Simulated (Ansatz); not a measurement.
The parent structure is an 8-atom supercell of Sn (space group I4_1/amd, No. 141; a = 5.9470 Å, c = 3.2123 Å) at its relaxed geometry.

Computed with PBE, PAW, 420 eV (Ansatz, a quantum-chemistry and plane-wave program; without spin-orbit coupling).

Before the change:

The mean distance from the defect site to its nearest host atoms comes out as 3.08 Å and the pressure is 0.1 GPa.

Modification: a neutral Zn on a Sn site, atoms relaxed at fixed cell, starting from a slightly rattled geometry.

Question: Predict the new mean distance from the defect site to its nearest host atoms, largest displacement of a host atom from its site in the perfect cell and pressure.

Answer: The mean distance from the defect site to its nearest host atoms drops by 0.18 Å (3.08 Å → 2.90 Å); the largest displacement of a host atom from its site in the perfect cell is 0.20 Å; the pressure shrinks by 2.32 GPa, from 0.1 GPa to -2.3 GPa.

The cell is small, so the values are those of an ordered compound at a high defect concentration; dilute-limit values will differ. The defect cell is not spin-polarised.
